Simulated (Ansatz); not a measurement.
For PbTe (rock salt, Fm-3m) at 350 K, the quasi-harmonic free energy with LDA density-functional theory in Ansatz (plane waves, PAW) gives a volume expansion coefficient α_V = 29.10 × 10⁻⁶ K⁻¹, an isothermal bulk modulus B_T = 65.4 GPa, a molar volume V_m = 36.281 cm³/mol and C_V = 49.33 J/(mol K). Spin-orbit coupling is not included. The pressure is 5 GPa. The structure is held there; whether it is the stable one at that pressure was not tested.

### Question
Work out the Grüneisen parameter, C_P and the adiabatic bulk modulus.

### Answer
γ = α_V B_T V_m / C_V = 1.40. C_P − C_V = α_V² B_T V_m T = 0.70 J/(mol K), so C_P = 50.04 J/(mol K). B_S = B_T C_P/C_V = B_T (1 + α_V γ T) = 66.4 GPa.

The PAW data sets were generated under PBE and serve the other functionals too.

Ansatz is a quantum-chemistry and plane-wave program.
